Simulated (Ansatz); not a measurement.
System: B4C3 (model structure, started from the Al4C3 type, R-3m, No. 166, 7 atoms in the cell). Method: r²SCAN in Ansatz (PAW).

Input:

Ansatz 0.2 input:
```yaml
crystal:
  lattice:
    - [1.3423891529, 0.7750287388, 6.9953869441]
    - [-1.3423891529, 0.7750287388, 6.9953869441]
    - [0.0, -1.5500574775, 6.9953869441]
  atoms:
    - { symbol: B, position: [0.8726207743, 0.8726207743, 0.8726207743] }
    - { symbol: B, position: [0.1273792257, 0.1273792257, 0.1273792257] }
    - { symbol: B, position: [0.7034452626, 0.7034452626, 0.7034452626] }
    - { symbol: B, position: [0.2965547374, 0.2965547374, 0.2965547374] }
    - { symbol: C, position: [0.7788274504, 0.7788274504, 0.7788274504] }
    - { symbol: C, position: [0.2211725496, 0.2211725496, 0.2211725496] }
    - { symbol: C, position: [0.0, 0.0, 0.0] }
basis:
  ecutwfc: 560
  ecutrho_ratio: 4
  xc_grid: 3
kpoints:
  mp_grid: { grid: [14, 14, 14] }
hamiltonian:
  xc: r2scan
  dispersion: none
  pseudopotentials: { kind: paw }
scf:
  occupations: { method: fermi_dirac, width: 0.01 }
output:
  forces: true
  stress: true
  eigenvalues: true
relax:
  f_tol: 0.004
  escape_saddle: false
  max_steps: 80
  cell: { stress_tol: 0.02, fix: [volume] }
```

Output (set-up and result lines):

```
Relaxation: its limit of steps is 80 (relax.max_steps)
Crystal: 7 atoms, lattice volume = 43.668 Å³
Basis set: ecut = 560 eV, 1305 PW (Γ), FFT grids on a1−a3, a2−a3, a3, exchange–correlation on 72×72×180 points (27 copies of the dense FFT grid, shifted against one another)
Bands: 19, of which v1, the nominal top of the filled ones, is band 12 counted from 1 (11 counted from 0)
Symmetry: 12 space group operations
Space group: R-3m (ITA 166), of the structure as read, at distance tolerance 3.5e-5 Å
k-points: 288 of 2744
Functional: x = r2scan, c = r2scan; τ floored in thin density (d = 2e-4 eV/Å³)
SCF iter   1: F=—  HF=-1379.125587 eV  |F-HF|=—  |Δ(HF+E_count)|=         —  Δρ=1.67e-2  dr2=1.73e-1  dr2_τ=1.16e0
SCF iter   2: F=—  HF=-1379.342829 eV  |F-HF|=—  |Δ(HF+E_count)|=   2.17e-1  Δρ=8.44e-3  dr2=8.23e-2  dr2_τ=2.87e-3
  ...
SCF 1 converged in 7 iterations: F = -1379.328594 eV  dr2 = 9.26e-8
Crystal: 7 atoms, lattice volume = 43.668 Å³
Initial density: handed on by an earlier stage of this run
SCF 2 converged in 5 iterations: F = -1379.329708 eV  dr2 = 4.08e-8
  ...
Crystal: 7 atoms, lattice volume = 43.668 Å³
SCF 5 converged in 5 iterations: F = -1379.335352 eV  dr2 = 1.88e-7
Crystal: 7 atoms, lattice volume = 43.668 Å³
SCF 6 converged in 5 iterations: F = -1379.335389 eV  dr2 = 1.93e-8
Crystal: 7 atoms, lattice volume = 43.668 Å³
SCF 7 converged in 5 iterations: F = -1379.335390 eV  dr2 = 4.61e-10
Crystal: 7 atoms, lattice volume = 43.668 Å³
SCF iter   4: F=—  HF=-1379.335387 eV  |F-HF|=—  |Δ(HF+E_count)|=  1.50e-11  Δρ=1.65e-7  dr2=2.29e-11  dr2_τ=9.53e-13
SCF iter   5: F=-1379.335387 eV  HF=-1379.335387 eV  |F-HF|=9.09e-13  |Δ(HF+E_count)|=  1.59e-12  Δρ=8.46e-8  dr2=9.05e-13  dr2_τ=1.33e-13
SCF 8 converged in 5 iterations: F = -1379.335387 eV  dr2 = 9.05e-13
SCF converged after 5 iterations
Free energy (F): -1379.335387 eV
Internal energy: -1379.335387 eV  (E = F + TS)
E sigma→0 (E₀):  -1379.335387 eV
Fermi energy:    13.025254 eV
--- Forces (eV/Å), atoms counted from 1 ---
  atom   1  B      0.00000000     0.00000000     0.00003730
  atom   2  B      0.00000000    -0.00000000    -0.00003730
  atom   3  B      0.00000000    -0.00000000    -0.00003513
  atom   4  B      0.00000000     0.00000000     0.00003513
  atom   5  C      0.00000000     0.00000000     0.00006686
  atom   6  C      0.00000000    -0.00000000    -0.00006686
  atom   7  C      0.00000000     0.00000000     0.00000000
--- Stress (GPa, compression-positive) ---
        4.443864       0.000000       0.000000
        0.000000       4.443864       0.000000
        0.000000       0.000000       4.445287
  P = ⅓ Tr σ = 4.4443 GPa (44.443 kbar)
```

The cell is one volume of an energy–volume scan, off the minimum.

The PAW data were made under PBE.

Note: the relaxation could raise the start's symmetry but not lower it, so the cell can be a saddle point.

A model structure was made by putting elements into a prototype or built by hand; it is no filed structure, need not be a known phase, and can be a saddle point held by its symmetry.

Ansatz is a first-principles code.
